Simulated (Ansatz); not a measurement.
## ZnS, response to strain

Take ZnS in the wurtzite structure (space group P6_3mc, No. 186; a = 3.782 Å, c = 6.208 Å) as the base. Axes: x lies along a and z along c of the hexagonal cell.

Strains are applied to the cell and any free atomic positions relax.

Computed with PBEsol in Ansatz (plane waves to 420 eV, PAW, spin-orbit coupling left out).

Notes on the quantities. energy relative to the base: free energy F.

```tsv
uniaxial strain ε_zz (%)	energy relative to the base (meV/atom)
0	0.0
0.6	0.3
1.2	1.3
1.8	?
2.4	5.0
3	7.8
```

Q: Fit ΔE = Aε² + Bε³ (ε in %) to the rows shown and predict the withheld row.

A: Least squares on the printed values gives A = 0.892 and B = -0.0088 meV/atom (largest residual 0.0 meV/atom); this predicts 2.8 meV/atom, and the run gives 2.9 meV/atom, in agreement.

Stability against distortions was not tested.

Ansatz is a first-principles code.
